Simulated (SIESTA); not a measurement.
Worked example: self-consistent single point of Li2Mg (Cmcm, 6 atoms in the cell) in SIESTA

Computed with GGA PBEsol, numerical atomic orbitals DZP, PseudoDojo PBEsol standard norm-conserving potentials (rewritten from UPF to PSML) in SIESTA.

This input was run:

```
# files in the folder: Li.psml Mg.psml (PseudoDojo PBEsol standard)
SystemName  Li2Mg
SystemLabel siesta

NumberOfAtoms                6
NumberOfSpecies              2
%block ChemicalSpeciesLabel
  1 3 Li
  2 12 Mg
%endblock ChemicalSpeciesLabel
LatticeConstant              1.0 Ang
%block LatticeVectors
     1.645315000   -7.422990000    0.000000000
     1.645315000    7.422990000    0.000000000
     0.000000000    0.000000000    4.903070000
%endblock LatticeVectors
AtomicCoordinatesFormat      Bohr
%block AtomicCoordinatesAndAtomicSpecies
     3.109194739   -2.586375354    6.949094602  1
     3.109194739    2.586375354    2.316364867  1
     3.109194739    6.924494684    6.949094602  1
     3.109194739   -6.924494684    2.316364867  1
     3.109194739  -11.868317928    6.949094602  2
     3.109194739   11.868317928    2.316364867  2
%endblock AtomicCoordinatesAndAtomicSpecies

XC.functional                GGA
XC.authors                   PBEsol
PAO.BasisSize                DZP
PAO.EnergyShift              0.01 Ry
PAO.Polarization.NonPerturbative true
MeshCutoff                   350 Ry
%block kgrid.MonkhorstPack
    8   0   0  0.0
    0   8   0  0.0
    0   0   6  0.0
%endblock kgrid.MonkhorstPack
OccupationFunction           FD
ElectronicTemperature        1578.21 K

MaxSCFIterations             150
SCF.Mixer.Method             Broyden
SCF.Mixer.Weight             0.2
SCF.Mixer.History            6
SCF.DM.Tolerance             1.0E-04
Diag.ParallelOverK           true
WriteForces                  true
Charge.Mulliken              end
```

Log, with long lists cut:

```
reinit: Reading from file input.fdf

reinit: System Name: Li2Mg
reinit: System Label: siesta

coor:   Atomic-coordinates input format  =     Cartesian coordinates
coor:                                            (in Bohr units)

siesta: Atomic coordinates (Bohr) and species
siesta:      3.10919  -2.58638   6.94909  1        1
siesta:      3.10919   2.58638   2.31636  1        2
siesta:      3.10919   6.92449   6.94909  1        3
siesta:      3.10919  -6.92449   2.31636  1        4
siesta:      3.10919 -11.86832   6.94909  2        5
siesta:      3.10919  11.86832   2.31636  2        6

siesta: System type = bulk

initatomlists: Number of atoms, orbitals, and projectors:      6    42    48

siesta: ******************** Simulation parameters ****************************
redata: Spin configuration                          = none
redata: Time-Reversal Symmetry                      = T
redata: Number of Atomic Species                    =        2
redata: Mesh Cutoff                                 =   350.0000 Ry
redata: Net charge of the system                    =     0.0000 |e|
redata: Min. number of SCF Iter                     =        0
redata: Max. number of SCF Iter                     =      150
redata: SCF convergence failure will abort job
redata: SCF mix quantity                            = Hamiltonian
redata: Mix DM or H after convergence               =   F
redata: Recompute H after scf cycle                 =   F
redata: Mix DM in first SCF step                    =   T
redata: No kicks to SCF
redata: DM Mixing Weight for Kicks                  =     0.5000
redata: Require Harris convergence for SCF          =   F
redata: Harris energy tolerance for SCF             =     0.000100 eV
redata: Require DM convergence for SCF              =   T
redata: DM tolerance for SCF                        =     0.000100
redata: Require EDM convergence for SCF             =   F
   [... lines left out ...]
diag: Parallel distribution                         =     1 x     1
diag: Used triangular part                          = Lower
diag: Absolute tolerance                            =  0.100E-15
diag: Orthogonalization factor                      =  0.100E-05
diag: Memory factor                                 =  1.0000

superc: Internal auxiliary supercell:     7 x     7 x     5  =     245
superc: Number of atoms, orbitals, and projectors:   1470  10290  11760

                        Single-point calculation

superc: Internal auxiliary supercell:     7 x     7 x     5  =     245
superc: Number of atoms, orbitals, and projectors:   1470  10290  11760

outcell: Unit cell vectors (Ang):
        1.645315   -7.422990    0.000000
        1.645315    7.422990    0.000000
        0.000000    0.000000    4.903070

outcell: Cell vector modules (Ang)   :    7.603147    7.603147    4.903070
outcell: Cell angles (23,13,12) (deg):     90.0000     90.0000    155.0047
outcell: Cell volume (Ang**3)        :    119.7639
new_DM -- step:     1
Initializing Density Matrix...

Attempting to read DM from file... Failed...
DM filled with atomic data:

InitMesh: MESH = 90 x 90 x 120 = 972000
InitMesh: Mesh cutoff (required, used) =   350.000   406.284 Ry

stepf: Fermi-Dirac step function
        iscf     Eharris(eV)        E_KS(eV)     FreeEng(eV)     dDmax    Ef(eV) dHmax(eV)
   scf:    1    -3980.307847    -4001.361681    -4001.533065  1.648272 -5.292367  7.989104
   scf:    2    -4004.040936    -4003.641044    -4003.813335  0.110863 -5.286183  3.801530
   scf:    3    -4003.842089    -4003.747647    -4003.920496  0.018689 -5.294220  2.860139
   scf:    4    -4003.886952    -4003.835518    -4004.006593  0.048857 -5.320208  0.201504
   scf:    5    -4003.838149    -4003.836999    -4004.008614  0.004122 -5.322838  0.143941
   scf:    6    -4003.837813    -4003.837613    -4004.009766  0.004983 -5.326937  0.015196
   [... 2 lines left out ...]
   scf:    9    -4003.837673    -4003.837665    -4004.009774  0.000102 -5.327693  0.003625
   scf:   10    -4003.837677    -4003.837671    -4004.009774  0.000069 -5.327846  0.002251
   scf:   11    -4003.837677    -4003.837674    -4004.009774  0.000034 -5.327925  0.001551
   scf:   12    -4003.837678    -4003.837676    -4004.009774  0.000021 -5.327981  0.001046
   scf:   13    -4003.837678    -4003.837677    -4004.009774  0.000013 -5.328019  0.000704
SCF Convergence by DM+H criterion
max |DM_out - DM_in|         :     0.0000128333
max |H_out - H_in|      (eV) :     0.0007042326
SCF cycle converged after 13 iterations

Using DM_out to compute the final energy and forces

siesta: E_KS(eV) =            -4003.8377

siesta: E_KS - E_eggbox =     -4003.8377

siesta: Atomic forces (eV/Ang):
     1   -0.000000    0.027498   -0.000000
     2   -0.000000   -0.027498   -0.000000
     3    0.000000    0.054843   -0.000000
     4    0.000000   -0.054843   -0.000000
     5   -0.000000   -0.022405   -0.000000
     6   -0.000000    0.022405   -0.000000
   Tot   -0.000000   -0.000000   -0.000000
   Max    0.054843
   Res    0.021771    sqrt( Sum f_i^2 / 3N )
   Max    0.054843    constrained

Stress tensor Voigt[x,y,z,yz,xz,xy] (kbar):      -11.09       -0.49       -4.29        0.00        0.00       -0.00
(Free)E + p*V (eV/cell)    -4003.6145
Target enthalpy (eV/cell)    -4004.0098

siesta: Program's energy decomposition (eV):
siesta: Ebs     =     -1376.119850
siesta: Eions   =      4671.094221
siesta: Ena     =       315.450111
siesta: Ekin    =      2400.675695
siesta: Enl     =     -1473.203539
siesta: Eso     =         0.000000
siesta: Edftu   =         0.000000
siesta: DEna    =        22.180836
siesta: DUscf   =         1.176088
siesta: DUext   =         0.000000
siesta: Ex      =      -561.928898
siesta: Ec      =       -37.093750
siesta: Exc     =      -599.022648
siesta: Eharris =     -4003.837678
siesta: Etot    =     -4003.837677
siesta: FreeEng =     -4004.009774

siesta: Atomic forces (eV/Ang):
siesta:      1   -0.000000    0.027498   -0.000000
siesta:      2   -0.000000   -0.027498   -0.000000
siesta:      3    0.000000    0.054843   -0.000000
siesta:      4    0.000000   -0.054843   -0.000000
siesta:      5   -0.000000   -0.022405   -0.000000
siesta:      6   -0.000000    0.022405   -0.000000
siesta: ----------------------------------------
siesta:    Tot   -0.000000   -0.000000   -0.000000

siesta: Stress tensor (static) (eV/Ang**3):
siesta:    -0.006920   -0.000000    0.000000
siesta:    -0.000000   -0.000304    0.000000
siesta:     0.000000    0.000000   -0.002678

siesta: Cell volume =        119.763925 Ang**3

siesta: Pressure (static):
siesta:                Solid            Molecule  Units
siesta:           0.00003595          0.00001751  Ry/Bohr**3
siesta:           0.00330051          0.00160808  eV/Ang**3
siesta:           5.28800167          2.57642885  kBar

mulliken: Atomic and Orbital Populations:

Species: Li
Atom  Qatom  Qorb
               1s      2s      2s      2py     2pz     2px
   1  3.134   2.040  -0.187   0.286   0.334   0.328   0.333
   2  3.134   2.040  -0.187   0.286   0.334   0.328   0.333
   3  3.022   2.021  -0.137   0.203   0.304   0.312   0.319
   4  3.022   2.021  -0.137   0.203   0.304   0.312   0.319

Species: Mg
Atom  Qatom  Qorb
               2s      3s      3s      2py     2pz     2px     3py     3pz
               3px
   5  9.844   1.987   0.805  -0.025   2.015   2.016   2.016   0.338   0.351
              0.340
   6  9.844   1.987   0.805  -0.025   2.015   2.016   2.016   0.338   0.351
              0.340

mulliken: Qtot =       32.000

Mulliken Atomic Populations:
Atom #   charge [q] valence [e]  Species
     1    -0.134167    3.134167  Li
     2    -0.134167    3.134167  Li
     3    -0.021963    3.021963  Li
     4    -0.021963    3.021963  Li
     5     0.156131    9.843869  Mg
     6     0.156131    9.843869  Mg
 Total    -0.000000
```

The run converged in 13 iterations.

The starting cell comes from a database of computed structures (which also holds hypothetical and non-ambient phases and stackings), without a prior relaxation at this level. Values carry the incompleteness of an atom-centred basis.

Cost on one core of a shared machine: roughly 3 min.
